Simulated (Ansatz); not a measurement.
Results of LDA (PAW; Ansatz, a first-principles code) for SiGe (P2₁, No. 4, 32 atoms in the cell; start mp-1096549).

Numerical settings: plane-wave cutoff 520 eV, 4×6×4 k mesh (along the axes of the cell as run), Fermi–Dirac smearing 0.01 eV, scalar-relativistic PAW data made under PBE.

Cell (relaxed with PBEsol):

```yaml
crystal:
  lattice:
    - [11.08716, 0.00000, -0.00103]
    - [0.00000, 5.54445, 0.00000]
    - [-0.00219, 0.00000, 11.08796]
  atoms:
    - { symbol: Si, position: [0.37697, 0.00498, 0.00177] }
    - { symbol: Si, position: [0.62303, 0.50498, 0.99823] }
    - { symbol: Si, position: [0.87310, 0.99506, 0.99830] }
    - { symbol: Si, position: [0.12690, 0.49506, 0.00170] }
    - { symbol: Si, position: [0.62709, 0.00523, 0.75442] }
    - { symbol: Si, position: [0.37291, 0.50523, 0.24558] }
    - { symbol: Si, position: [0.12303, 0.99481, 0.75024] }
    - { symbol: Si, position: [0.87697, 0.49481, 0.24976] }
    - { symbol: Si, position: [0.50297, 0.24673, 0.87864] }
    - { symbol: Si, position: [0.49703, 0.74673, 0.12136] }
    - { symbol: Si, position: [0.99916, 0.25355, 0.37357] }
    - { symbol: Si, position: [0.00084, 0.75355, 0.62643] }
    - { symbol: Si, position: [0.74934, 0.24642, 0.62881] }
    - { symbol: Si, position: [0.25066, 0.74642, 0.37119] }
    - { symbol: Si, position: [0.25279, 0.25376, 0.12331] }
    - { symbol: Si, position: [0.74721, 0.75376, 0.87669] }
    - { symbol: Ge, position: [0.37303, 0.99451, 0.49782] }
    - { symbol: Ge, position: [0.62697, 0.49451, 0.50218] }
    - { symbol: Ge, position: [0.87707, 0.00554, 0.50227] }
    - { symbol: Ge, position: [0.12293, 0.50554, 0.49773] }
    - { symbol: Ge, position: [0.62308, 0.99477, 0.24595] }
    - { symbol: Ge, position: [0.37692, 0.49477, 0.75405] }
    - { symbol: Ge, position: [0.12696, 0.00529, 0.24969] }
    - { symbol: Ge, position: [0.87304, 0.50529, 0.75031] }
    - { symbol: Ge, position: [0.49695, 0.25411, 0.37135] }
    - { symbol: Ge, position: [0.50305, 0.75411, 0.62865] }
    - { symbol: Ge, position: [0.00082, 0.24562, 0.87650] }
    - { symbol: Ge, position: [0.99918, 0.74562, 0.12350] }
    - { symbol: Ge, position: [0.75094, 0.25372, 0.12151] }
    - { symbol: Ge, position: [0.24906, 0.75372, 0.87849] }
    - { symbol: Ge, position: [0.24683, 0.24590, 0.62623] }
    - { symbol: Ge, position: [0.75317, 0.74590, 0.37377] }
```

### Question
Give the computed band gap and smallest direct gap on the k points sampled.

### Answer

* **band gap**: 0.38 eV (indirect)
* **smallest direct gap on the k points sampled**: 0.48 eV

Note: cell and atoms aren't relaxed at this level (pressure -1.8 GPa).

Spin–orbit coupling is not included.

Static lattice: no zero-point or thermal effects.

A start named mp-… is a Materials Project structure, which need not be a measured phase.
